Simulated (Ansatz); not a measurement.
Input and output of a self-consistent single point for Ta (Im-3m, 1 atom in the cell) (Ansatz, a quantum-chemistry and plane-wave program).

Computed with PBE (plane waves, PAW; Ansatz).

The change in words: lattice scaled by 0.98; kpoints.mp_grid.grid: 14 14 14 → 10 10 10; scf.occupations.width: 0.1 eV → 0.05 eV. Reference geometry:
```xyz
1
Lattice="-1.6583 1.6583 1.6583 1.6583 -1.6583 1.6583 1.6583 1.6583 -1.6583" Properties=species:S:1:pos:R:3 pbc="T T T"
Ta     0.0000     0.0000     0.0000
```

Reference input (self-consistent single point, DFT, PBE, plane waves, default PAW files): basis.ecutwfc = 420 eV; kpoints.mp_grid.grid = 14 14 14; hamiltonian.xc = pbe; hamiltonian.pseudopotentials = {kind: paw} (the program's default PAW files); scf.occupations.method = gaussian; scf.occupations.width = 0.1 eV. This run's input differs from it in these lines:

Ansatz 0.2 input:
```diff
@@ -3,5 +3,5 @@
   lattice:
-    - [-1.65825000, 1.65825000, 1.65825000]
-    - [1.65825000, -1.65825000, 1.65825000]
-    - [1.65825000, 1.65825000, -1.65825000]
+    - [-1.62508500, 1.62508500, 1.62508500]
+    - [1.62508500, -1.62508500, 1.62508500]
+    - [1.62508500, 1.62508500, -1.62508500]
   atoms:
@@ -11,3 +11,3 @@
 kpoints:
-  mp_grid: { grid: [14, 14, 14] }
+  mp_grid: { grid: [10, 10, 10] }
 hamiltonian:
@@ -16,3 +16,3 @@
 scf:
-  occupations: { method: gaussian, width: 0.1 eV }
+  occupations: { method: gaussian, width: 0.05 eV }
 output:
```

Log, with long lists cut:

```
SCF iter   1: F=—  HF=-9932.193190 eV  |F-HF|=—  |Δ(HF+E_count)|=         —  Δρ=3.35e-3  dr2=1.07e-3  ethr=1.77e-3  ⟨swp⟩=5.9  Hψ=2995  notcnv=0
all-band conjugate gradients solve this SCF's bands
preconditioner: auto → none
SCF iter   2: F=—  HF=-9932.192952 eV  |F-HF|=—  |Δ(HF+E_count)|=   2.38e-4  Δρ=1.63e-3  dr2=2.23e-4  ethr=8.20e-6  ⟨swp⟩=2.0  Hψ=1028  notcnv=0
SCF iter   3: F=—  HF=-9932.193007 eV  |F-HF|=—  |Δ(HF+E_count)|=   5.49e-5  Δρ=1.76e-4  dr2=3.15e-6  ethr=1.72e-6  ⟨swp⟩=1.0  Hψ=499  notcnv=0
SCF iter   4: F=—  HF=-9932.193009 eV  |F-HF|=—  |Δ(HF+E_count)|=   2.63e-6  Δρ=5.82e-5  dr2=1.39e-7  ethr=2.42e-8  ⟨swp⟩=2.1  Hψ=748  notcnv=0
iter 5 did not close the SCF: its close was put off for the readings that it lacked (scf_convergence_deferred on its scf_iter line)
SCF iter   5: F=-9932.193009 eV  HF=-9932.193009 eV  |F-HF|=1.05e-8  |Δ(HF+E_count)|=   3.44e-9  Δρ=2.05e-5  dr2=2.22e-8  ethr=1.07e-9  ⟨swp⟩=2.3  Hψ=732  notcnv=0
SCF iter   6: F=-9932.193009 eV  HF=-9932.193009 eV  |F-HF|=8.26e-10  |Δ(HF+E_count)|=   7.83e-9  Δρ=5.86e-6  dr2=1.74e-9  ethr=1.71e-10  ⟨swp⟩=3.4  Hψ=1779  notcnv=0
SCF 1 converged in 6 iterations: F = -9932.193009 eV  dr2 = 1.74e-9
Free energy (F): -9932.193009 eV
Internal energy: -9932.191216 eV  (E = F + TS)
E sigma→0 (E₀):  -9932.192113 eV
Entropy (-TS):   -0.001793 eV (-1.793 meV/atom)
Fermi energy:    19.719608 eV
--- Forces (eV/Å), atoms counted from 1 ---
  atom   1  Ta    -0.00000000     0.00000000    -0.00000000
--- Stress (GPa, compression-positive) ---
       16.158528       0.000000      -0.000000
        0.000000      16.158528      -0.000000
        0.000000      -0.000000      16.158528
  P = ⅓ Tr σ = 16.1585 GPa (161.585 kbar)
  The stress holds the Pulay correction. Without it, at fixed plane waves, as pw.x and ABINIT print it: P = 16.0934 GPa
```

The run converged in 6 iterations. Against the reference run the free energy goes up by 66.8 meV/atom and the pressure goes from 0.42 to 16.16 GPa.

The starting cell has typed, rounded lattice constants, without a prior relaxation at this level. Its lattice was rescaled by up to half a per cent. For this run, on top of that: lattice scaled by 0.98. Spin polarisation is off. With a pressure of about 16 GPa the cell is away from its equilibrium volume at this level. Ansatz's pressure includes its estimate of the finite-basis (Pulay) stress.
